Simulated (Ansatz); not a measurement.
The starting structures come from a database of crystals and need not be the phases stable at ambient conditions.

**Evanescent states of KRb2ScF6 (I4/m, 10 atoms a cell, 17.9 Å³ an atom) along the normal of (001)**

The numbers are results of r2SCAN (plane waves, PAW; Ansatz, a quantum-chemistry and plane-wave program), not measurements.

No gap correction and no spin-orbit coupling; mid-gap is the computed energy nearest the middle.

Energies count from the valence-band top; κ is the least over a 6×6 mesh across the current.

```tsv
E (eV)	κ (1/Å)	where
0.17	0.267	Γ
0.51	0.342	Γ
0.85	0.390	Γ
1.19	0.425	Γ
1.53	0.452	Γ
1.87	…	Γ
2.21	…	Γ
2.55	…	Γ
2.89	…	Γ
3.23	…	Γ
3.57	…	Γ
3.91	…	Γ
4.25	…	Γ
4.59	…	Γ
4.93	…	Γ
5.27	…	Γ
5.61	…	Γ
5.95	0.430	Γ
6.29	0.395	Γ
6.63	0.351	Γ
6.97	0.292	Γ
7.31	0.208	Γ
```

### Question
What belongs in the gaps?

### Answer

- 1.87, κ (1/Å): 0.473
- 2.21, κ (1/Å): 0.489
- 2.55, κ (1/Å): 0.501
- 2.89, κ (1/Å): 0.510
- 3.23, κ (1/Å): 0.515
- 3.57, κ (1/Å): 0.517
- 3.91, κ (1/Å): 0.517
- 4.25, κ (1/Å): 0.513
- 4.59, κ (1/Å): 0.505
- 4.93, κ (1/Å): 0.494
- 5.27, κ (1/Å): 0.478
- 5.61, κ (1/Å): 0.457
